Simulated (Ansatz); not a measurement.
Base system: CdSe in the zinc blende structure (space group F-43m, No. 216; a = 6.0818 Å). Axes: x, y, z lie along the cube axes.

Computed with Ansatz (a quantum-chemistry and plane-wave program), PBEsol, PAW, cutoff 420 eV, no SOC.

Now apply this change: the cell is compressed by 3.18 % along z with no lateral relaxation; the atoms relax in the strained cell.

Question: Predict the stress tensor and what it implies for the stiffness.

Answer: Stress of the strained cell less that of the base (GPa, compression positive):
```
   1.63    0.00    0.00
   0.00    1.63    0.00
   0.00    0.00    2.10
```

Then −Δσ_ii/ε with ε = -0.0318 gives secant stiffness values (nonlinear terms included at this strain): C33 ≈ 66 GPa, C13 ≈ 51 GPa and C23 ≈ 51 GPa.

As a check, the harmonic strain energy −½ V₀ Δσ:ε is 5.9 meV/atom; the computed energy rise is 5.8 meV/atom.

Stability against distortions was not tested.
